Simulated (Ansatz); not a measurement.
# WS2: response to strain

Base system: WS2 in the 2H-MoS2 type structure (space group P6_3/mmc, No. 194; a = 3.1700 Å, c = 12.4918 Å; layered, stacked along the Cartesian z axis). Axes: x lies along a and z along c of the hexagonal cell.

Strains are applied to the cell and any free atomic positions relax; under biaxial strain the out-of-plane vector relaxes too.

Levels (all Ansatz, a program for electronic structure, PAW): r2SCAN+rVV10 (500 eV, scalar-relativistic without spin-orbit coupling); HSE06 (420 eV, no spin-orbit coupling).

Band gaps by level, all at the geometries relaxed with r2SCAN+rVV10:

```tsv
case	r2SCAN+rVV10	HSE06
base	1.13 eV	1.57 eV
biaxial strain −3.44 %, plane normal [001], relaxed out of plane	1.29 eV	1.74 eV
isotropic strain −1.33 %	1.08 eV	1.51 eV
isotropic strain +2.20 %	0.90 eV	1.26 eV
```

Single points use the geometry relaxed with r2SCAN+rVV10. The hybrid gap comes from the SCF mesh plus the semilocal run's edge points and a few special points and is an upper bound. Spin-orbit coupling, missing from the scalar runs, can matter with W. Whether these cells are dynamically stable was not tested.
